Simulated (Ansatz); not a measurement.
Start from GaN in the wurtzite structure (space group P6_3mc, No. 186; a = 3.183 Å, c = 5.186 Å).

Levels (all Ansatz, an electronic-structure program, PAW, earlier PAW set): PBEsol (420 eV, without spin-orbit coupling); HSE06 (420 eV, spin-orbit coupling left out).

Its gap is 1.88 eV with PBEsol and 3.19 eV with HSE06.

One thing is altered: cell and atoms relaxed at a pressure of 30 GPa.

With PBEsol the gap becomes 2.68 eV.

Question: If the HSE06 correction stayed the same, what would the HSE06 gap be, and what does the HSE06 run give?

Answer: A rigid correction of +1.31 eV gives 3.99 eV. The HSE06 run gives 4.12 eV, so the correction itself changes by +0.13 eV.

Single points use the geometry relaxed with PBEsol. Load acts through the strain it causes; cell and atoms are relaxed under it. Whether these cells are dynamically stable was not tested. Tetrahedral semiconductors of this kind turn to denser phases somewhere between about 1 and 50 GPa; those were not computed, so compressed cells here can lie past the real transition.
